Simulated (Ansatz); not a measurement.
Input for monoclinic ZrO2 with Al and Ta, 48 sites:

Ansatz 0.2 input:
```yaml
crystal:
  lattice:
    - [10.3786753, 0.0, 0.0]
    - [0.0, 10.4835432, 0.0]
    - [-0.9035413, 0.0, 5.3024052]
  atoms:
    - { symbol: Al, position: [0.122123123, 0.237537692, 0.682537639] }
    - { symbol: Zr, position: [0.140781161, 0.72752091, 0.709370317] }
    - { symbol: Zr, position: [0.63728317, 0.228241202, 0.70721181] }
    - { symbol: Zr, position: [0.636900606, 0.732260101, 0.708427178] }
    - { symbol: Zr, position: [0.355796494, 0.266671067, 0.29283403] }
    - { symbol: Zr, position: [0.36095712, 0.772557744, 0.292145269] }
    - { symbol: Ta, position: [0.864034204, 0.273895606, 0.292735711] }
    - { symbol: Zr, position: [0.862143304, 0.773042035, 0.286233661] }
    - { symbol: Zr, position: [0.354208738, 0.470341526, 0.788563061] }
    - { symbol: Zr, position: [0.356770098, 0.984225651, 0.798925434] }
    - { symbol: Zr, position: [0.860672429, 0.479300525, 0.78094907] }
    - { symbol: Zr, position: [0.877087954, 0.986810347, 0.791977877] }
    - { symbol: Zr, position: [0.139535408, 0.030385082, 0.221444933] }
    - { symbol: Zr, position: [0.137538927, 0.517491919, 0.207923548] }
    - { symbol: Zr, position: [0.639404212, 0.02052114, 0.209439134] }
    - { symbol: Zr, position: [0.632168231, 0.522541924, 0.198264249] }
    - { symbol: O, position: [0.047506172, 0.099722304, 0.851100619] }
    - { symbol: O, position: [0.031990595, 0.582534596, 0.847726356] }
    - { symbol: O, position: [0.537416444, 0.085153283, 0.849796357] }
    - { symbol: O, position: [0.530763993, 0.584090563, 0.843740558] }
    - { symbol: O, position: [0.461002844, 0.411671267, 0.148818288] }
    - { symbol: O, position: [0.473156898, 0.908386118, 0.149581976] }
    - { symbol: O, position: [0.960248588, 0.406875397, 0.150811193] }
    - { symbol: O, position: [0.97089647, 0.917628723, 0.149259566] }
    - { symbol: O, position: [0.466907631, 0.336326514, 0.646960719] }
    - { symbol: O, position: [0.465999149, 0.837738799, 0.652578474] }
    - { symbol: O, position: [0.965418281, 0.334041324, 0.637531413] }
    - { symbol: O, position: [0.96967031, 0.83698065, 0.648676375] }
    - { symbol: O, position: [0.023652499, 0.170984485, 0.353462475] }
    - { symbol: O, position: [0.032299619, 0.660683358, 0.346231093] }
    - { symbol: O, position: [0.536980302, 0.16442566, 0.352800727] }
    - { symbol: O, position: [0.533246009, 0.66529146, 0.347013041] }
    - { symbol: O, position: [0.217617412, 0.349729309, 0.956234304] }
    - { symbol: O, position: [0.225125998, 0.867502549, 0.980100097] }
    - { symbol: O, position: [0.726211457, 0.372590422, 0.97241854] }
    - { symbol: O, position: [0.731904595, 0.877317247, 0.972414646] }
    - { symbol: O, position: [0.296367024, 0.107177028, 0.079977929] }
    - { symbol: O, position: [0.272714644, 0.621553147, 0.022878367] }
    - { symbol: O, position: [0.782935763, 0.13771282, 0.038687965] }
    - { symbol: O, position: [0.773737135, 0.628947118, 0.018841857] }
    - { symbol: O, position: [0.257989631, 0.133595084, 0.561323585] }
    - { symbol: O, position: [0.274121505, 0.619490345, 0.520571904] }
    - { symbol: O, position: [0.782374668, 0.127886387, 0.525042777] }
    - { symbol: O, position: [0.773295312, 0.620772055, 0.517921853] }
    - { symbol: O, position: [0.215514831, 0.375392913, 0.472201269] }
    - { symbol: O, position: [0.226140623, 0.88095961, 0.480551382] }
    - { symbol: O, position: [0.730402788, 0.373445575, 0.459164849] }
    - { symbol: O, position: [0.728985638, 0.880049425, 0.476596621] }
basis:
  ecutwfc: 420
  ecutrho_ratio: 4
  xc_grid: 2
kpoints:
  mp_grid: { grid: [2, 2, 4] }
hamiltonian:
  xc: pbe
  dispersion: none
  pseudopotentials: { kind: paw }
scf:
  n_extra_bands: 25
  occupations: { method: fermi_dirac, width: 0.01 }
output:
  forces: true
  stress: true
  eigenstates: { kpoints: [[0, 0, 0]], e_range: [-4.0, 6.0], localisation: true }
relax:
  f_tol: 0.03
  max_steps: 100
  cell: { stress_tol: 0.15 }
```

Computed with PBE (plane waves to 420 eV, PAW; Ansatz, a first-principles code). Spin–orbit coupling is left out; the runs are not spin-polarised. Its k-point mesh 2×2×4, Fermi–Dirac width 0.01 eV.

Write the closing report of this run, without the band table and long remarks, to eight decimals at most.


```
SCF converged after 4 iterations
Free energy (F): -87282.519877 eV
Harris-Foulkes:  -87282.519877 eV  (|F-HF|=3.41e-9)
Internal energy: -87282.519877 eV  (E = F + TS)
E sigma→0 (E₀):  -87282.519877 eV
Fermi energy:    11.825040 eV
--- Per-component energies (eV) ---
  E_band       = -1574.239119
  E_kinetic    = 10699.335844
  E_local      = -20415.926767  (includes V_loc(G=0)·N_el)
  E_nonlocal   = 2613.813934
  E_hartree    = 6923.386385
  E_xc         = -4913.674258
  E_vxc        = -5959.205746  (∫ρ·V_xc dr)
  E_paw        = -55260.158371  (= ΣΔE_a)
  E_vpaw       = -2359.108006  (= ΣTr[D̂ρ^β])
  E_aug_tail   = 0.079619  (compensation charges beyond the density's cutoff)
  E_ewald      = -26929.376261
  E_smearing   = 0.000000  (= −TS)
  E_closure    = 0.000000  (closes the sum)
  Σ components = -87282.519877   (vs F -87282.519877, Δ=0.00e0)
--- Forces (eV/Å), atoms counted from 1 ---
  atom   1  Al     0.00426235    -0.00330772    -0.01203985
  atom   2  Zr    -0.00237990    -0.00289853     0.00221724
  atom   3  Zr    -0.00081655    -0.00251837     0.00453832
  atom   4  Zr    -0.00191305    -0.00112048     0.00025462
  atom   5  Zr     0.00305094    -0.00084857    -0.00183421
  atom   6  Zr     0.00331959     0.00188598    -0.00164170
  atom   7  Ta     0.00160024    -0.00789970     0.00829603
  atom   8  Zr     0.00100509     0.00126078    -0.00159220
  atom   9  Zr     0.00138651    -0.00222354    -0.00113532
  atom  10  Zr     0.00370010    -0.00152498     0.00109171
  atom  11  Zr     0.00147446    -0.00170100    -0.00258664
  atom  12  Zr     0.00227657     0.00514941    -0.00189428
  atom  13  Zr     0.00195306     0.00482619     0.00487466
  atom  14  Zr    -0.00064202     0.00387634     0.00183112
  atom  15  Zr    -0.00385160     0.00218171     0.00260026
  atom  16  Zr    -0.00051737     0.00325651     0.00023064
  atom  17  O     -0.00374002    -0.00066501     0.00387048
  atom  18  O      0.00181865     0.00101690     0.00161074
  atom  19  O      0.00288307    -0.00161070     0.00178920
  atom  20  O     -0.00113969    -0.00103313     0.00070544
  atom  21  O      0.00009846    -0.00018546    -0.00047874
  atom  22  O     -0.00012631    -0.00056623    -0.00046937
  atom  23  O     -0.00095695     0.00239952    -0.00114128
  atom  24  O     -0.00244885     0.00007460    -0.00118842
  atom  25  O      0.00046891     0.00062775     0.00019637
  atom  26  O      0.00022028    -0.00049282    -0.00121976
  atom  27  O     -0.00261641     0.00158822     0.00069894
  atom  28  O     -0.00113598    -0.00054744    -0.00044418
  atom  29  O     -0.00686672    -0.00209388    -0.00450268
  atom  30  O     -0.00076336     0.00142834     0.00104227
  atom  31  O      0.00222720     0.00076053    -0.00183858
  atom  32  O      0.00089704     0.00060698    -0.00007364
  atom  33  O     -0.00201596    -0.00476318    -0.00515618
  atom  34  O     -0.00119997    -0.00176472     0.00041197
  atom  35  O     -0.00162717     0.00377960    -0.00253089
  atom  36  O      0.00010684    -0.00001850    -0.00096561
  atom  37  O     -0.00113899     0.00342972     0.00176857
  atom  38  O     -0.00006846    -0.00253884     0.00027420
  atom  39  O      0.00065886    -0.00233427     0.00009095
  atom  40  O     -0.00069246     0.00078561     0.00085314
  atom  41  O      0.00039172     0.00526088     0.00096937
  atom  42  O      0.00081084     0.00121736     0.00033472
  atom  43  O      0.00184098     0.00102285     0.00178436
  atom  44  O     -0.00052009     0.00165625    -0.00113745
  atom  45  O      0.00124171     0.00085337    -0.00007367
  atom  46  O     -0.00005107    -0.00340779     0.00089127
  atom  47  O     -0.00055586    -0.00187392     0.00096245
  atom  48  O      0.00008790    -0.00100227    -0.00024682
  max |Σ_I F_I| component: 4.32e-6 eV/Å
--- Stress (GPa, compression-positive) ---
        0.004363      -0.004011      -0.008004
       -0.004011       0.004443      -0.006279
       -0.008004      -0.006277       0.019164
  P = ⅓ Tr σ = 0.0093 GPa (0.093 kbar)
--- Relaxed structure (9 steps of the walk, 9 accepted, 2 SCFs on fresh bases) ---
  F+E_penalty+E_count = -87282.51987708 eV   max|allowed force component| = 1.204e-2 eV/Å   (the final SCF, on the basis selected at the relaxed cell)
  cell:  # Å, volume = 567.2037 Å³
    - [10.31614535, -0.06101475, 0.03889504]
    - [-0.06163125, 10.36080547, -0.03138990]
    - [-0.87822635, -0.01056471, 5.30366622]
  atoms:
    - { symbol: Al, position: [0.12065846, 0.23716928, 0.68369343] }
    - { symbol: Zr, position: [0.13935077, 0.72637068, 0.70932899] }
    - { symbol: Zr, position: [0.63610501, 0.22743906, 0.70967045] }
    - { symbol: Zr, position: [0.63513607, 0.73236400, 0.71005169] }
    - { symbol: Zr, position: [0.35866206, 0.26662961, 0.29217245] }
    - { symbol: Zr, position: [0.36231802, 0.77289777, 0.29010189] }
    - { symbol: Ta, position: [0.86359301, 0.27421569, 0.29039100] }
    - { symbol: Zr, position: [0.86302009, 0.77332614, 0.28402580] }
    - { symbol: Zr, position: [0.35490004, 0.46975949, 0.78597000] }
    - { symbol: Zr, position: [0.35610869, 0.98346903, 0.79630917] }
    - { symbol: Zr, position: [0.85964589, 0.48037227, 0.77960831] }
    - { symbol: Zr, position: [0.87688465, 0.98557370, 0.78848345] }
    - { symbol: Zr, position: [0.13851919, 0.02926406, 0.22395132] }
    - { symbol: Zr, position: [0.13828678, 0.51846771, 0.21019058] }
    - { symbol: Zr, position: [0.63952539, 0.01990822, 0.21219159] }
    - { symbol: Zr, position: [0.63200997, 0.52322634, 0.20136903] }
    - { symbol: O, position: [0.04555533, 0.10170450, 0.85798240] }
    - { symbol: O, position: [0.02991764, 0.58649443, 0.85366895] }
    - { symbol: O, position: [0.53449953, 0.09055125, 0.86025716] }
    - { symbol: O, position: [0.52848400, 0.58963736, 0.85362701] }
    - { symbol: O, position: [0.46348319, 0.40712597, 0.13935728] }
    - { symbol: O, position: [0.47532638, 0.90359204, 0.13887773] }
    - { symbol: O, position: [0.96268126, 0.40429770, 0.14445425] }
    - { symbol: O, position: [0.97253273, 0.91334337, 0.14077889] }
    - { symbol: O, position: [0.47062705, 0.34152157, 0.63889923] }
    - { symbol: O, position: [0.46851368, 0.84412532, 0.64187802] }
    - { symbol: O, position: [0.96670946, 0.33847813, 0.63516224] }
    - { symbol: O, position: [0.97307735, 0.84180498, 0.64008609] }
    - { symbol: O, position: [0.02202077, 0.16844363, 0.35938301] }
    - { symbol: O, position: [0.03019683, 0.65716100, 0.35056691] }
    - { symbol: O, position: [0.53411862, 0.15815172, 0.36162747] }
    - { symbol: O, position: [0.52983982, 0.65996277, 0.35605365] }
    - { symbol: O, position: [0.21838797, 0.34924203, 0.95373787] }
    - { symbol: O, position: [0.22599622, 0.86566125, 0.97781442] }
    - { symbol: O, position: [0.72564522, 0.37244715, 0.97121576] }
    - { symbol: O, position: [0.73145581, 0.87738773, 0.96976646] }
    - { symbol: O, position: [0.29648773, 0.10521096, 0.08576001] }
    - { symbol: O, position: [0.27357402, 0.61998563, 0.02460944] }
    - { symbol: O, position: [0.78278132, 0.13642977, 0.04036330] }
    - { symbol: O, position: [0.77315682, 0.62977098, 0.02127982] }
    - { symbol: O, position: [0.25706919, 0.13354032, 0.56523503] }
    - { symbol: O, position: [0.27333171, 0.62057410, 0.52383717] }
    - { symbol: O, position: [0.78018130, 0.12749984, 0.52908770] }
    - { symbol: O, position: [0.77216079, 0.62183644, 0.52182841] }
    - { symbol: O, position: [0.21929260, 0.37694567, 0.46729148] }
    - { symbol: O, position: [0.22699952, 0.88130145, 0.47750446] }
    - { symbol: O, position: [0.73102655, 0.37542954, 0.45857784] }
    - { symbol: O, position: [0.73014552, 0.87988835, 0.47192147] }
```

Cost: very roughly 30 core-minutes.
